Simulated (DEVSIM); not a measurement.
**abrupt Si p-n junction**

Device: abrupt Si p-n junction, at 350 K.

```tsv
layer (left to right)	material	thickness (μm)	Nd (cm⁻³)	Na (cm⁻³)	τn (s)	τp (s)
1	Si	0.340	-	2e17	7.5e-7	7.5e-7
2	Si	110	2.1e15	-	7.5e-7	7.5e-7
```

Left contact: ohmic. Right contact: ohmic. Voltage is applied to the left contact. Recombination: SRH at mid-gap, radiative, Auger. Mobility is μmin + (μ − μmin)/(1 + (N/Nref)^α).

Constants are typed, rounded textbook-type inputs, not results; the design itself was drawn at random and stands for no fabricated device. Values at 300 K; Nc and Nv go as T^1.5, mobilities as T to minus their exponent, the gap by Varshni's rule with the affinity fixed.

```csv
parameter,Si
gap (eV),1.124
affinity (eV),4.05
permittivity,11.7
Nc (cm⁻³),2.86e19
Nv (cm⁻³),3.1e19
μn (cm²/Vs),1417
μp (cm²/Vs),470
"μn,min",52
"μp,min",45
"Nref,n",9.7e16
"Nref,p",2.2e17
αn,0.68
αp,0.72
T exponent of μn,2.3
T exponent of μp,2.2
B (cm³/s),4.7e-15
Cn (cm⁶/s),2.8e-31
Cp (cm⁶/s),9.9e-32
Varshni α (eV/K),0.000473
Varshni β (K),636
```

DEVSIM, 1D drift-diffusion, Boltzmann statistics, complete ionisation; no tunnelling, impact ionisation, image-force lowering or self-heating.

| Quantity | Value |
|---|---|
| Potential step across the device at zero bias | 0.658 V |
| Largest field in the device at zero bias | 31000 V/cm |
| Dark forward voltage at 1 A/cm² | 0.525 V |
| Dark forward voltage at 100 A/cm² | 1.367 V |

Small-signal capacitance in reverse bias (quasi-static):

| V (V) | C (nF/cm²) |
|---|---|
| -0.2 | 15.1 |
| -0.5 | 12.7 |
| -1 | 10.5 |
| -1.5 | 9.10 |
| -2 | 8.17 |
| -3 | 6.93 |
| -4 | 6.13 |
| -5 | 5.55 |
| -6.5 | 4.93 |
| -8 | 4.48 |
| -10 | 4.03 |

Dark forward current:

(V (V), J (A/cm²)): (0.05, 8.5e-7); (0.15, 1.6e-5); (0.30, 0.0018); (0.40, 0.045); (0.55, 1.5); (0.65, 4.7); (0.75, 10); (0.90, 23); (1.00, 34); (1.10, 48); (1.25, 75); (1.35, 96); (1.50, 130); (1.60, 160)
